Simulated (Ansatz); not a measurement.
How the Voigt–Reuss–Hill shear modulus of cubic perovskite CsPbBr3 (cubic high-temperature phase) moves with the method

No measured value is used here.

Put these levels in order of the Voigt–Reuss–Hill shear modulus that they give for cubic perovskite CsPbBr3 (cubic high-temperature phase), smallest first: HSE06 (Ansatz, a quantum-chemistry and plane-wave program), PBE (Ansatz), r²SCAN (Ansatz).

PBE (8.0 GPa), HSE06 (8.6 GPa), r²SCAN (9.2 GPa)

Unless a cell is named, each level is at its own relaxed cell (PBE 43.41, r²SCAN 42.02, HSE06 42.56 Å³/atom).

Density-functional levels without +SOC have no spin–orbit coupling. PBE, HSE06, r²SCAN: the relaxation could not lower the start's symmetry, so the cell can be a saddle point above a distorted one. Each level is taken at its own relaxed cell. Cutoffs differ between the levels. Ansatz's density-functional and Hartree–Fock values are scalar-relativistic unless marked +SOC, with PAW data made under PBE.
